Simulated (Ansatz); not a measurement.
Start from InSb in the zinc blende structure (space group F-43m, No. 216).

```
InSb
1.0
    0.00000     3.25957     3.25957
    3.25957     0.00000     3.25957
    3.25957     3.25957     0.00000
Sb In
1 1
Direct
  0.75000   0.75000   0.75000
  0.00000   0.00000   0.00000
```

Cartesian axes are those of the cell as printed.

The values are results of PBEsol (Ansatz, a first-principles code; PAW; 420 eV plane waves; spin-orbit coupling left out), not measurements.

Before the change:

```
Quantity                         Value
-----------------------------  -------
Pressure                       0.0 GPa
Shortest interatomic distance  2.823 Å
Band gap                          zero
```

The change: uniaxial strain ε_yy = +1.61 %, all other strain components held at zero; the atoms relax in the strained cell.

Task: Estimate the effect on the energy relative to the base, pressure, shortest interatomic distance and band gap.

Result: The energy goes up by 1.7 meV/atom; the pressure (mean of the normal stresses, compression positive) goes from zero to -0.7 GPa; the shortest interatomic distance rises by 0.015 Å, from 2.823 Å to 2.838 Å; the band gap remains zero.

With Sb present, leaving out spin-orbit coupling can change the band edges. Whether these cells are dynamically stable was not tested. The final runs are not spin-polarised. The zero or small gap of InSb can change with the level of theory.
